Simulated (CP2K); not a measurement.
## Short convergence ladders for CoSi₂ (I4mm, 3 atoms in the cell)

```
CELL_PARAMETERS angstrom
      3.77872     0.00000     0.00000
      1.88936     3.27247     0.00000
      1.88936     1.09082     3.08531
ATOMIC_POSITIONS crystal
  Co 0.00936 0.00936 0.99064
  Si 0.25000 0.25000 0.25000
  Si 0.75000 0.75000 0.75000
```

Base method: PBEsol, GPW, DZVP-MOLOPT-SR-GTH basis, GTH-PBE potentials (GTH_POTENTIALS) (CP2K).

Base settings: CUTOFF = 600 Ry; REL_CUTOFF = 50 Ry; SMEAR/METHOD = FERMI_DIRAC; ELECTRONIC_TEMPERATURE = 1160.45 K; KPOINTS/SCHEME = MONKHORST-PACK 5 5 5; XC_FUNCTIONAL = PBE:PBESOL; Co/BASIS_SET = DZVP-MOLOPT-SR-GTH-q17; Co/POTENTIAL = GTH-PBE-q17; Si/BASIS_SET = DZVP-MOLOPT-SR-GTH-q4; Si/POTENTIAL = GTH-PBE-q4.

Core times come from one kind of shared machine, to one figure; runs under 30 s give none.

**The k-point mesh**

Moved along: GAMMA_CENTERED.

The second cell is the first with its lattice scaled by 0.98.

Only quantities that move along the ladder and can be compared are tabulated.

```csv
KPOINTS/SCHEME,free energy less the last step's (meV/atom),energy of the compressed cell less the first (meV/atom),pressure (GPa),largest difference of a force vector from the last step's (eV/Å)
MONKHORST-PACK 2 2 2,192.75,4.04,-5.20,0.198
MONKHORST-PACK 3 3 3,49.65,18.45,-1.99,0.006
MONKHORST-PACK 4 4 4,-3.20,18.22,-2.01,0.011
MONKHORST-PACK 5 5 5,6.82,21.20,-1.40,0.005
MONKHORST-PACK 7 7 7,-2.70,19.53,-1.75,0.005
MONKHORST-PACK 8 8 8,0.47,19.55,-1.74,0.007
MONKHORST-PACK 10 10 10,0.00,19.79,-1.69,0.000
```

Coarsest KPOINTS/SCHEME that holds the pressure within 1 GPa of the last step, with all finer ones: MONKHORST-PACK 3 3 3; the step before is off by 3.5 GPa.

Coarsest KPOINTS/SCHEME that holds the forces within 0.02 eV/Å of the last step, with all finer ones: MONKHORST-PACK 3 3 3; the step before is off by 0.20 eV/Å.

Coarsest KPOINTS/SCHEME that holds the free energy within 2 meV/atom of the last step, with all finer ones: MONKHORST-PACK 8 8 8; the step before is off by 2.7 meV/atom.

The energy difference between the two cells stays within 1 meV/atom of the last step's from MONKHORST-PACK 7 7 7 on, the total only from MONKHORST-PACK 8 8 8 on: much of the error is common to both cells and cancels.

**The k-point mesh at a smearing width of 0.05 eV**

In this ladder: ELECTRONIC_TEMPERATURE = 580.23 K. Moved along: GAMMA_CENTERED.

The second cell is the first with its lattice scaled by 0.98.

Only quantities that move along the ladder and can be compared are tabulated.

```tsv
KPOINTS/SCHEME	free energy less the last step's (meV/atom)	energy of the compressed cell less the first (meV/atom)	pressure (GPa)	largest difference of a force vector from the last step's (eV/Å)
MONKHORST-PACK 4 4 4	-4.81	17.96	-2.07	0.018
MONKHORST-PACK 5 5 5	9.90	21.02	-1.43	0.017
MONKHORST-PACK 6 6 6	2.49	19.64	-1.71	0.012
MONKHORST-PACK 7 7 7	-2.55	19.31	-1.80	0.006
MONKHORST-PACK 8 8 8	0.80	19.28	-1.80	0.012
MONKHORST-PACK 10 10 10	0.00	19.42	-1.78	0.000
```

Coarsest KPOINTS/SCHEME that holds the forces within 0.01 eV/Å: not settled: the last two steps still differ by 0.012 eV/Å, over half the tolerance, so the ladder does not show it.

Coarsest KPOINTS/SCHEME that holds the pressure within 0.05 GPa of the last step, with all finer ones: MONKHORST-PACK 7 7 7; the step before is off by 0.07 GPa.

Coarsest KPOINTS/SCHEME that holds the free energy within 2 meV/atom of the last step, with all finer ones: MONKHORST-PACK 8 8 8; the step before is off by 2.6 meV/atom.

The energy difference between the two cells stays within 1 meV/atom of the last step's from MONKHORST-PACK 6 6 6 on, the total only from MONKHORST-PACK 8 8 8 on: much of the error is common to both cells and cancels.

**The width of Methfessel-Paxton smearing**

In this ladder: SMEAR/METHOD = METHFESSEL_PAXTON; ELECTRONIC_TEMPERATURE = default; KPOINTS/SCHEME = MONKHORST-PACK 8 8 8; GAMMA_CENTERED = T.

Narrow widths need finer meshes than wide ones, so the last steps can hold mesh noise.

Only quantities that move along the ladder and can be compared are tabulated; pressure and forces are left out, as mesh noise rules them at narrow widths.

| SIGMA | free energy less the last step's (meV/atom) | core time / last (rough) |
|---|---|---|
| 1 eV | 11.17 | 1 |
| 0.5 eV | 2.01 | 1 |
| 0.3 eV | 0.02 | 1 |
| 0.1 eV | 0.00 | 1 |

Widest SIGMA that holds the free energy within 1 meV/atom of the last step, with all finer ones: 0.3 eV; the step before is off by 2.0 meV/atom.

On the base run: the starting cell has typed, rounded lattice constants, without a prior relaxation at this level. Its lattice was rescaled by up to half a per cent. One atom was moved a little off its site on purpose. Spin polarisation is off. Values carry the incompleteness of an atom-centred basis. The potentials were made for another functional than the one used. Without a gap this mesh is coarse (it stands for a supercell whose shortest vector is 19 Å).

Left out of this page: 2 runs of the series outside the window shown, repeating another row's setting, or not comparable.
